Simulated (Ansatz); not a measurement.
# Effect of uniaxial strain ε_yy = +0.45 % on Sr3Ti2O7

Base system: Sr3Ti2O7 (space group I4/mmm, No. 139; a = 3.8858 Å, c = 20.2126 Å). Axes: x, y, z lie along a, b, c of the conventional cell.

The change: uniaxial strain ε_yy = +0.45 %, all other strain components held at zero, atoms relaxed at fixed cell.

The values are results of PBEsol (Ansatz, a program for electronic structure), spin-orbit coupling left out, not measurements. Settings: 10×10×10 k-points, 0.05 eV Fermi–Dirac smearing.

| quantity | base | changed | shift |
|---|---|---|---|
| energy relative to the base (free energy F) | 0 meV/atom | +0.2 meV/atom | +0.2 meV/atom |
| pressure (mean of the normal stresses, compression positive) | 0.00 GPa | -0.68 GPa | -0.68 GPa |
| band gap | 1.93 eV | 1.91 eV | -0.013 eV |
| gap character | – | indirect, T → Γ | – |
| stress (xx, yy, zz, yz, xz, xy; compression positive) | – | (-0.35, -1.29, -0.41, 0.00, 0.00, 0.00) GPa | – |

Final structure:

```xyz
12
Lattice="-1.9429 1.9516 10.1063 1.9429 -1.9516 10.1063 1.9429 1.9516 -10.1063" Properties=species:S:1:pos:R:3 pbc="T T T"
Sr     0.0000     0.0000     6.3849
Sr     0.0000     0.0000    13.8278
Sr     0.0000     0.0000    10.1063
Ti     0.0000     0.0000     1.9769
Ti     0.0000     0.0000    18.2358
O      1.9429     0.0000     8.1609
O      0.0000     1.9516     1.9454
O      0.0000     1.9516     8.1606
O      1.9429     0.0000     1.9457
O      0.0000     0.0000    16.2900
O      0.0000     0.0000     3.9226
O      0.0000     0.0000     0.0000
```

Cost of the whole job for the changed cell (relaxation, final SCF and bands): very roughly 10 core-minutes.

Stability against distortions was not tested. The final runs are not spin-polarised. Labels are those of the standard path for the cell's own space group.
